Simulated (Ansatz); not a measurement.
Candidates (primitive cells; geometry: cell and atoms relaxed with PBEsol):
A. KI (Fm-3m), a = b = c = 4.9547 Å, α = β = γ = 60.00°
B. BaO (Fm-3m), a = b = c = 3.882 Å, α = β = γ = 60.00°
C. AgBr (Fm-3m), a = b = c = 4.0122 Å, α = β = γ = 60.00°

Rank these by electron conductivity mass (lowest first), as PBEsol with spin-orbit coupling, rigid bands (Ansatz, a first-principles code) gives it.

C (0.187 mₑ), A (0.33 mₑ), B (0.50 mₑ)

Masses are for dilute carriers at 300 K, harmonic means over directions unless an axis is named.
